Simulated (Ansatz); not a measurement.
Consider Nb in the bcc (W type) structure (space group Im-3m, No. 229).

```xyz
1
Lattice="-1.6356 1.6356 1.6356 1.6356 -1.6356 1.6356 1.6356 1.6356 -1.6356" Properties=species:S:1:pos:R:3 pbc="T T T"
Nb     0.0000     0.0000     0.0000
```

Cartesian axes are those of the cell as printed.

Method: PBEsol, PAW, 420 eV (Ansatz, a program for electronic structure; no spin-orbit coupling).

Base values:

| Quantity | Result |
|---|---|
| Pressure | 0.0 GPa |
| Shortest interatomic distance | 2.833 Å |

The change: strain tensor (xx, yy, zz, yz, xz, xy) = (+0.19, −0.45, −0.89, +0.88, +0.05, +1.96) %, atoms relaxed at fixed cell.

What does the calculation give for the energy relative to the base, pressure and shortest interatomic distance after the change?

The energy grows by 3.9 meV/atom; the pressure (mean of the normal stresses, compression positive) goes from zero to 2.3 GPa; the shortest interatomic distance shrinks by 0.063 Å to 2.770 Å.

Without a gap, meshes like the base's 20×20×20 leave anisotropic stresses uncertain by several tenths of a GPa, and small strain energies with them. No phonon test of stability was made. The final runs are not spin-polarised.
